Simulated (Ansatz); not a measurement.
**Habitual settings against a tight run: a (101) slab of NiAu3 (cut from a parent of space group no. 194; 16 atoms in the cell)**

Self-consistent single point.

```
CELL_PARAMETERS angstrom
      5.71282     0.00000     0.00000
      2.85641     6.84094     0.00000
      0.00000     0.00000    18.21690
ATOMIC_POSITIONS crystal
  Ni 0.76487 0.82740 0.32936
  Ni 0.23280 0.89154 0.48448
  Ni 0.52639 0.30436 0.51551
  Ni 0.99432 0.36850 0.67064
  Au 0.73110 0.89495 0.48327
  Au 0.26658 0.82398 0.33058
  Au 0.63988 0.56759 0.42183
  Au 0.35779 0.15135 0.39202
  Au 0.84800 0.15135 0.39202
  Au 0.14967 0.56759 0.42183
  Au 0.49261 0.37191 0.66942
  Au 0.02810 0.30095 0.51673
  Au 0.40140 0.04455 0.60798
  Au 0.11931 0.62831 0.57817
  Au 0.60952 0.62831 0.57817
  Au 0.91119 0.04455 0.60798
```

Level of theory: LDA (PW92), PAW files made with PBE (plane waves; Ansatz, a program for electronic structure).

Base settings: basis.ecutwfc = 420 eV; kpoints.mp_grid.grid = 3 3 1; hamiltonian.xc = lda; hamiltonian.pseudopotentials = {kind: paw} (the program's default PAW files); scf.occupations.method = methfessel_paxton; scf.occupations.width = 0.1 eV.

Tight run (finer mesh or higher cutoff; not a proven limit): basis.ecutwfc: 420 eV → 590 eV; kpoints.mp_grid.grid: 3 3 1 → 5 5 1; scf.convergence.dr2_threshold: default (1e-07 eV) → 1e-09 eV. It gave Fermi level (on the code's own zero) 3.34 eV; pressure averaged over the cell with its vacuum -6.76 GPa; largest force (vector length) 1.925 eV/Å.

Quick runs, as changes from the base:
- A: the base itself
- B: basis.ecutwfc: 420 eV → 210 eV; kpoints.mp_grid.grid: 3 3 1 → 4 4 1; hamiltonian.xc: lda → pbesol; scf.occupations.method: methfessel_paxton → cold; scf.occupations.width: 0.1 eV → 0.2 eV [PBEsol]
- C: basis.ecutwfc: 420 eV → 335 eV; kpoints.mp_grid.grid: 3 3 1 → 2 2 1; hamiltonian.xc: lda → pbesol; scf.occupations.method: methfessel_paxton → gaussian; scf.occupations.width: 0.1 eV → 0.5 eV [PBEsol]
- D: basis.ecutwfc: 420 eV → 250 eV; kpoints.mp_grid.grid: 3 3 1 → 1 1 1
- E: kpoints.mp_grid.grid: 3 3 1 → 4 4 1; hamiltonian.xc: lda → pbesol; scf.occupations.method: methfessel_paxton → gaussian; scf.occupations.width: 0.1 eV → 0.5 eV [PBEsol]

Energies are extrapolated to zero smearing width, which holds to low order in the width alone.

Dashes: energy of B, C, E, another energy zero.

† marks runs with another functional, U, potentials or spin treatment: their distance from the tight run is not a convergence error alone.

The count of work is k-points × plane waves × bands × iterations; it is no time. 

The starting cell comes from a database of computed structures (which also holds hypothetical and non-ambient phases and stackings), without a prior relaxation at this level. The slab is cut from that crystal, and its faces are unrelaxed. Its lattice was rescaled in the plane by a random factor within 2.5 % of one. Spin polarisation is off. In the base run, forces exceed 1 eV/Å. Without a gap this mesh is coarse (it stands for a supercell whose shortest in-plane vector is 17 Å).

```csv
run,energy less tight (meV/atom),largest miss in a force vector (eV/Å),count of work / tight
A,-12.8,0.056,0.23
B†,–,1.424,0.17
C†,–,0.512,0.12
D,1910.9,0.505,0.029
E†,–,0.372,0.38
```

Among the runs at the tight run's level, the energy misses run from 12.8 to 1910.9 meV/atom.

Left out of this page: 1 run of the series outside the window shown, repeating another row's setting, or not comparable.

Keys are those of Ansatz 0.2.
